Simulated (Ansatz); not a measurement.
**HfO2, response to strain**

The parent structure is HfO2 in the fluorite structure (space group Fm-3m, No. 225).

```
CELL_PARAMETERS angstrom
      0.00000     2.50052     2.50052
      2.50052     0.00000     2.50052
      2.50052     2.50052     0.00000
ATOMIC_POSITIONS crystal
  Hf 0.00000 0.00000 0.00000
  O  0.25000 0.25000 0.25000
  O  0.75000 0.75000 0.75000
```

Cartesian axes are those of the cell as printed.

Strains are applied to the cell and any free atomic positions relax; under biaxial strain the out-of-plane vector relaxes too.

Computed with LDA/PAW in Ansatz (an electronic-structure program), no SOC.

Candidates:
(a) biaxial strain −0.50 %, plane normal [001], relaxed out of plane
(b) biaxial strain −3.00 %, plane normal [001], relaxed out of plane
(c) biaxial strain −2.50 %, plane normal [001], relaxed out of plane

Order them by out-of-plane strain, highest first.

(b) biaxial strain −3.00 %, plane normal [001], relaxed out of plane (+1.31 %), (c) biaxial strain −2.50 %, plane normal [001], relaxed out of plane (+1.07 %), (a) biaxial strain −0.50 %, plane normal [001], relaxed out of plane (+0.20 %)

No phonon test of stability was made. This is not the structure that HfO2 has at room temperature and ambient pressure.
